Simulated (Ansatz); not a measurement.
We consider CoGe (P2₁3, No. 198, 8 atoms in the cell; start mp-10692), described by PBEsol (Ansatz, a first-principles code, plane waves, PAW).

Numerical settings: plane-wave cutoff 520 eV, 12×12×12 k mesh, Fermi–Dirac smearing 0.05 eV, no spin polarisation, scalar-relativistic PAW data made under PBE.

Cell (relaxed at this level):

```
CoGe
1.0
    4.56765     0.00000     0.00000
    0.00000     4.56765     0.00000
    0.00000     0.00000     4.56765
Co Ge
4 4
Direct
  0.13830   0.13830   0.13830
  0.36170   0.86170   0.63830
  0.63830   0.36170   0.86170
  0.86170   0.63830   0.36170
  0.84005   0.84005   0.84005
  0.65995   0.15995   0.34005
  0.34005   0.65995   0.15995
  0.15995   0.34005   0.65995
```

Question: Estimate the bulk modulus that the calculation returns.

Answer: 
- bulk modulus: 184 GPa

Note: the run has no spin polarisation, so it can have missed a magnetic state; the bulk modulus is −V dP/dV from two relaxed cells at ±2 % in volume; the relaxation could not lower the start's symmetry, so the cell can be a saddle point above a distorted one.

The computed numbers hold no vibrational or temperature effects.

Cost on a shared machine: about 9 core-minutes (a rough figure).

A start named mp-… is a Materials Project structure, which need not be a measured phase.
